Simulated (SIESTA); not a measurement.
Worked example: self-consistent single point of MoIr3 (P1, 8 atoms in the cell) in SIESTA.

Method of the run: LDA PW92, numerical atomic orbitals DZP, PseudoDojo LDA standard norm-conserving potentials (rewritten from UPF to PSML) (SIESTA).

The change in words: atoms moved at random. Reference geometry:
```xyz
8
Lattice="5.4870 0.0000 0.0000 -2.7435 4.7519 0.0000 0.0000 0.0000 4.3850" Properties=species:S:1:pos:R:3 pbc="T T T"
Ir     2.7435     3.1648     1.0962
Ir    -1.3690     3.9583     3.2887
Ir     1.3745     0.7936     1.0962
Ir     0.0000     1.5871     3.2887
Ir     4.1125     0.7936     1.0962
Ir     1.3690     3.9583     3.2887
Mo     0.0000     3.1679     1.0962
Mo     2.7435     1.5840     3.2887
```

Reference input (self-consistent single point, DFT, LDA PW92, numerical atomic orbitals DZP, PseudoDojo LDA standard norm-conserving potentials (rewritten from UPF to PSML)): XC.functional = LDA; XC.authors = PW92; potentials = PseudoDojo LDA standard; PAO.BasisSize = DZP; PAO.EnergyShift = 0.01 Ry; MeshCutoff = 400 Ry; kgrid.MonkhorstPack = 5 5 5; OccupationFunction = MP; OccupationMPOrder = 0; ElectronicTemperature = 3156.43 K; MaxSCFIterations = 150; SCF.Mixer.Method = Broyden. This run's input differs from it in these lines:

```diff
@@ -18,10 +18,10 @@
 %block AtomicCoordinatesAndAtomicSpecies
-     0.500000000    0.576772872    0.199790414  1
-    -0.249500000    0.721399102    0.599371241  1
-     0.250500000    0.144626231    0.199790414  1
-    -0.000000000    0.289252461    0.599371241  1
-     0.749500000    0.144626231    0.199790414  1
-     0.249500000    0.721399102    0.599371241  1
-    -0.000000500    0.577350510    0.199790414  2
-     0.500000500    0.288674822    0.599371241  2
+     0.496053500    0.590193666    0.199247783  1
+    -0.259651000    0.725124743    0.598023855  1
+     0.255416000    0.144368155    0.199246185  1
+     0.004852500    0.290857206    0.596023553  1
+     0.751101500    0.149615402    0.222215689  1
+     0.247477000    0.717484668    0.586065999  1
+    -0.004122500    0.571245032    0.199133503  2
+     0.508872500    0.275213324    0.596690054  2
 %endblock AtomicCoordinatesAndAtomicSpecies
```

Log, with long lists cut:

```
        iscf     Eharris(eV)        E_KS(eV)     FreeEng(eV)     dDmax    Ef(eV) dHmax(eV)
   scf:    1   -22539.730320   -22558.915975   -22559.071713  1.250125  0.367590 14.800505
   scf:    2   -22518.393889   -22571.888294   -22572.001391  1.130100 -0.686597 17.547607
   scf:    3   -22589.812868   -22590.447536   -22590.611150  0.403221 -0.803869  4.577798
   scf:    4   -22594.355630   -22593.123361   -22593.299680  0.275873 -1.662903  0.733894
   scf:    5   -22593.173187   -22593.172934   -22593.349147  0.013842 -1.652815  0.185627
   [... 8 lines left out ...]
   scf:   14   -22593.182118   -22593.182117   -22593.357661  0.000033 -1.644294  0.000764
   scf:   15   -22593.182120   -22593.182119   -22593.357661  0.000029 -1.644353  0.000443
   scf:   16   -22593.182119   -22593.182119   -22593.357661  0.000013 -1.644400  0.000287
   scf:   17   -22593.182120   -22593.182120   -22593.357661  0.000010 -1.644428  0.000194
SCF Convergence by DM+H criterion
max |DM_out - DM_in|         :     0.0000096516
max |H_out - H_in|      (eV) :     0.0001937353
SCF cycle converged after 17 iterations

Using DM_out to compute the final energy and forces

siesta: E_KS(eV) =           -22593.1821

siesta: E_KS - E_eggbox =    -22593.1821

siesta: Atomic forces (eV/Ang):
     1    0.250561   -1.409397   -0.524434
     2    0.742196   -0.490690    0.153947
     3   -0.153106    0.165343   -0.158923
     4   -0.086167   -0.084645    0.981101
     5   -0.045901   -0.149793   -3.034200
     6   -0.125779   -0.006118    1.967259
     7    0.124066    0.569180   -0.309335
     8   -0.707349    1.400397    0.916742
   Tot   -0.001481   -0.005723   -0.007844
   Max    3.034200
   Res    0.936450    sqrt( Sum f_i^2 / 3N )
   Max    3.034200    constrained

   [... lines left out ...]
siesta: FreeEng =    -22593.357661
   [... lines left out ...]
siesta:     0.044191   -0.001569    0.004900
siesta:    -0.001569    0.046517   -0.002080
siesta:     0.004900   -0.002080    0.031295

siesta: Cell volume =        114.332609 Ang**3

siesta: Pressure (static):
siesta:                Solid            Molecule  Units
siesta:          -0.00044293         -0.00052518  Ry/Bohr**3
siesta:          -0.04066766         -0.04822019  eV/Ang**3
siesta:         -65.15676855        -77.25726820  kBar
```

The run converged in 17 iterations. Against the reference run the free energy goes up by 53.7 meV/atom, the pressure goes from -8.67 to -6.52 GPa and the largest force goes from 0.123 to 3.038 eV/Å.

The starting cell comes from a database of published, mostly measured structures (it also holds non-ambient and calculated ones), without a prior relaxation at this level. For this run, on top of that: atoms moved at random. Spin polarisation is off. Values carry the incompleteness of an atom-centred basis. With a pressure of about -7 GPa the cell is away from its equilibrium volume at this level. Forces in this geometry exceed 1 eV/Å.

Cost on one core of a shared machine: roughly 3 min.
